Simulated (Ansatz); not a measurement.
Here is the system:

```
CELL_PARAMETERS angstrom
      0.05628     3.27846     3.19590
      3.26347     0.02193     3.23025
      3.23880     3.28814     0.04660
ATOMIC_POSITIONS crystal
  I  0.75418 0.74843 0.75247
  Ag 0.99582 0.00157 0.99753
```

No spin polarisation.

Level of theory: PBEsol (Ansatz, a quantum-chemistry and plane-wave program, PAW, no spin-orbit coupling). Γ-centred 9×9×9 mesh, Fermi–Dirac width 0.05 eV.

Task: Predict the gap character, valence-band top at Γ and band gap.

Result: The gap character is direct at Γ, the valence-band top at Γ (three highest levels, from the VBM) is 0.00, -0.03, -0.06 eV and the band gap is 1.17 eV.

With I present, leaving out spin-orbit coupling can change the band edges. The cells carry an imposed strain or load. Stability against distortions was not tested. The cell was made from AgI in the zinc blende structure (space group F-43m, No. 216) by this change: strain tensor (xx, yy, zz, yz, xz, xy) = (−0.06, +1.47, −1.09, +0.19, +1.26, +0.49) %.
